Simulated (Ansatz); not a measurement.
Computed paths: Hf-vacancy pair in rock-salt TiN, neutral cell

Consider Hf-vacancy pair (Hf on one host Ti site, one Ti site vacant) in rock-salt TiN, neutral cell. Computed with PBE, PAW (plane waves to 420 eV; Ansatz, an electronic-structure program).

Settings: 64 host sites, the relaxed PBE lattice, a 2×2×2 k-point mesh shifted by half a step, smearing 0.10 eV, spin-restricted, no image-charge correction. Energies are static. Spin-orbit coupling is left out. Forms of the defect that were not tried may lie lower.

Barriers: single points on a 4×4×4 k-point mesh shifted by half a step at the bands' geometries (they differ from the bands' own by up to 0.14 eV, and are uncertain by about as much).

| Route | Start site over the lowest site run (eV) | Hop (Å) | Forward barrier (eV) | Backward barrier (eV) | Neighbours at the start | Neighbours at the saddle | Saddle order | Forward, on the band's own sampling (eV) |
|---|---|---|---|---|---|---|---|---|
| direct exchange of Hf with the vacancy (Hf-vacancy distance between ideal sites 3.00 Å throughout) | 0.00 | 2.87 | 4.66 | 4.66 | 2 N at 2.13, 2 N at 2.16, 2 N at 2.20 Å | 2 N at 1.95, 4 N at 2.45 Å | not checked, on a symmetry element | 4.52 |

Paths come from nudged elastic bands with a climbing image.  A band can be held on a symmetry element, so unchecked saddle points there may be too high.

The whole set of runs took around 2.6 core-hours (rough).
